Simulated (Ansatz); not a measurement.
The parent structure is W in the bcc (W type) structure (space group Im-3m, No. 229; a = 3.1694 Å; relaxed with 0.1 eV smearing).

Method: Kohn–Sham DFT with the r2SCAN functional, run in Ansatz (an electronic-structure program) with PAW and 500 eV plane waves, no spin-orbit coupling, earlier PAW set.

Before the change:

* **Pressure**: 0.0 GPa
* **Band gap**: zero

It is then changed as follows: the cell is scaled by 0.9930 in all directions; the atoms relax in the strained cell.

### Question
How does this affect the energy relative to the base, pressure and band gap?

### Answer
The energy goes up by 7.2 meV/atom; the pressure goes from zero to 7.0 GPa; the band gap remains zero.

Whether these cells are dynamically stable was not tested. The final runs are not spin-polarised.
